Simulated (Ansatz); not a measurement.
Functionals compared on CH3 on the 1x1 (100) surface of monoclinic HfO2 (cut with top plane 2 O), one in a 1x1 cell, started at the site 'bridge O-O (span 5.3 Å)', in Ansatz (plane waves, PAW). The structure was relaxed with PBE; the other rows are single points on it, each with its references at the same level. Cutoff 420 eV (500 eV for r2SCAN). The points keep PBE's geometry, so the relaxation of a polaron and the settling of charge on one site are left out.

Host crystal: monoclinic HfO2, with a band gap (PBE, scalar-relativistic without spin-orbit coupling).

Slab: 28 atoms, 9.3 Å thick at the start under the adsorbate (thin: gaps and levels are the slab's own); k 4x4x1, smearing 0.01 eV, dipole-corrected; 12 atoms held, the rest relaxed; no symmetry held; spin-polarised, ending with about 1.0 μB a cell; orders that need a larger cell were not tried, no spin-orbit, no U, no dispersion correction. At the end it is bonded to Hf. In PBE it is, or lies within 0.03 eV of, the lowest of the starts that converged. These notes are the PBE run's. r2SCAN: The program's check for a lower electronic state was not made. Adsorption energies are against CH4(g) − ½ H2(g). A negative adsorption energy means that the adsorbate is more stable on the surface than in its reference.

```csv
functional,adsorption energy (eV),gap of the slab on its k-mesh (eV),highest filled level below the top vacuum level (eV),magnetic moment of the cell (μB),rough cost of the single point
PBE,2.13,1.66,6.20,1.00,–
RPBE,2.22,1.74,6.06,1.00,around 7 core-minutes (rough)
r2SCAN,(withheld),(withheld),(withheld),1.00,roughly 15 core-minutes
```

**Question.** What belongs in the gaps?

**Answer.** 
- r2SCAN, adsorption energy (eV): 1.86
- r2SCAN, gap of the slab on its k-mesh (eV): 2.46
- r2SCAN, highest filled level below the top vacuum level (eV): 6.46

Ansatz is a quantum-chemistry and plane-wave program.
